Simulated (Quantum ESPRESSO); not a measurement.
Worked example: self-consistent single point of CdSnTe2 (R-3m, 4 atoms in the cell) in Quantum ESPRESSO.

Level of theory: PBEsol, GBRV 1.5 ultrasoft (PBESOL) pseudopotentials (plane waves; Quantum ESPRESSO).

```
CdSnTe2
1.0
    2.21105     1.27655     7.00953
   -2.21105     1.27655     7.00953
    0.00000    -2.55310     7.00953
Cd Sn Te
1 1 2
Cartesian
  0.00000   0.00000   0.00000
  0.00000   0.00000  10.51430
  0.00000   0.00000  15.67886
  0.00000   0.00000   5.34974
```

Reference input (self-consistent single point, DFT, PBEsol, plane waves, GBRV 1.5 ultrasoft (PBESOL) pseudopotentials): ecutwfc = 40 Ry; ecutrho = 200 Ry; occupations = smearing; smearing = cold; degauss = 0.019992 Ry; potentials = {Cd: cd_pbesol_v1.uspp.F.UPF, Sn: sn_pbesol_v1.4.uspp.F.UPF, Te: te_pbesol_v1.uspp.F.UPF}; K_POINTS = automatic 7 7 7 0 0 0; conv_thr = 1e-09 Ry. This run's input differs from it in these lines:

```diff
@@ -31,3 +31,3 @@
 K_POINTS automatic
-7 7 7  0 0 0
+8 8 8  0 0 0
 CELL_PARAMETERS angstrom
```

Output (repeated stretches shortened):

```
     Self-consistent Calculation

     iteration #  1     ecut=    40.00 Ry     beta= 0.70

     negative rho (up, down):  1.956E-02 0.000E+00

     total energy              =    -326.06112794 Ry
     estimated scf accuracy    <       0.64171732 Ry

     iteration #  2     ecut=    40.00 Ry     beta= 0.70

     negative rho (up, down):  2.065E-02 0.000E+00

     total energy              =    -326.25372329 Ry
     estimated scf accuracy    <       0.35060361 Ry

     iteration #  3     ecut=    40.00 Ry     beta= 0.70

     negative rho (up, down):  2.069E-02 0.000E+00

     total energy              =    -326.32671499 Ry
     estimated scf accuracy    <       0.07519384 Ry

   [... 6 blocks of this kind left out ...]

     iteration # 10     ecut=    40.00 Ry     beta= 0.70

     negative rho (up, down):  2.080E-02 0.000E+00

     total energy              =    -326.34320371 Ry
     estimated scf accuracy    <          2.1E-09 Ry

     iteration # 11     ecut=    40.00 Ry     beta= 0.70

     negative rho (up, down):  2.080E-02 0.000E+00
     End of self-consistent calculation

     the Fermi energy is     7.7684 ev

!    total energy              =    -326.34320372 Ry
     estimated scf accuracy    <          2.1E-10 Ry
     smearing contrib. (-TS)   =       0.00020208 Ry
     internal energy E=F+TS    =    -326.34340580 Ry

     convergence has been achieved in  11 iterations

     negative rho (up, down):  2.080E-02 0.000E+00

     Forces acting on atoms (cartesian axes, Ry/au):

     atom    1 type  1   force =    -0.00000000    0.00000000    0.00000000
     atom    2 type  2   force =     0.00000000   -0.00000000    0.00000000
     atom    3 type  3   force =     0.00000000   -0.00000000    0.00174519
     atom    4 type  3   force =     0.00000000    0.00000000   -0.00174519

     Total force =     0.002468     Total SCF correction =     0.000014

     negative rho (up, down):  2.080E-02 0.000E+00
          total   stress  (Ry/bohr**3)                   (kbar)     P=      -14.26
  -0.00010638   0.00000000   0.00000000          -15.65        0.00        0.00
  -0.00000000  -0.00010638  -0.00000000           -0.00      -15.65       -0.00
   0.00000000   0.00000000  -0.00007812            0.00        0.00      -11.49

   JOB DONE.
```

The run converged in 11 iterations. Against the reference run the free energy falls by 2.7 meV/atom, the pressure moves little (-1.39 to -1.43 GPa) and the largest force goes from 0.021 to 0.045 eV/Å.

The starting cell comes from a database of computed structures (which also holds hypothetical and non-ambient phases and stackings), without a prior relaxation at this level. Its lattice was rescaled by a random factor within 2.5 % of one. The run gives no clean gap (levels at the Fermi energy touch, overlap or are partly filled at this smearing), which alone does not show that the compound is a metal.

Cost on one core of a shared machine: roughly 3 min.
